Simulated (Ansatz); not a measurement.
Start from P (space group I4_132, No. 214; a hypothetical phase, not in the database extracts checked; relaxed with 0.1 eV smearing).

```yaml
crystal:
  lattice:
    - [-3.02073, 3.02073, 3.02073]
    - [3.02073, -3.02073, 3.02073]
    - [3.02073, 3.02073, -3.02073]
  atoms:
    - { symbol: P, position: [0.00000, 0.25000, 0.50000] }
    - { symbol: P, position: [0.25000, 0.50000, 0.00000] }
    - { symbol: P, position: [0.50000, 0.00000, 0.25000] }
    - { symbol: P, position: [0.25000, 0.25000, 0.25000] }
```

Cartesian axes are those of the cell as printed.

Computed with DFT with PBEsol, PAW potentials and a 420 eV plane-wave cutoff in Ansatz (a program for electronic structure), no spin-orbit coupling.

One thing is altered: uniaxial strain ε_zz = −2.64 %, all other strain components held at zero; the atoms relax in the strained cell.

Question: Predict the stress tensor and what it implies for the stiffness.

Answer: Stress of the strained cell less that of the base (GPa, compression positive):
```
    1.2     0.0     0.0
    0.0     1.2     0.0
    0.0     0.0     1.2
```

Then −Δσ_ii/ε with ε = -0.0264 gives secant stiffness values (nonlinear terms included at this strain): C33 ≈ 44 GPa, C13 ≈ 44 GPa and C23 ≈ 44 GPa.

Whether these cells are dynamically stable was not tested.
